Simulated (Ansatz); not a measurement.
**CsCl-type AuZn (cubic form, which distorts at low temperature)**

Computed with r²SCAN in Ansatz (plane waves, PAW).

Numerical settings: plane-wave cutoff 600 eV, 12×12×12 k mesh, Fermi–Dirac smearing 0.1 eV, finite displacements, scalar-relativistic PAW data made under PBE.

Cell: measured lattice: a = b = c = 3.147 Å, α = β = γ = 90.00°.

For CsCl-type AuZn (cubic form, which distorts at low temperature), the zone-centre TO phonon frequency comes out as 137 cm⁻¹.

Note: symmetry holds this phase in the static calculation, where it need not be a minimum; the cell isn't this level's own, so it is under some stress, which shifts stiffness and frequencies.

Spin–orbit coupling is not included; it can shift volumes and moduli of such heavy elements.

Cost on a shared machine: very roughly 17 core-minutes.

Ansatz is a program for electronic structure.
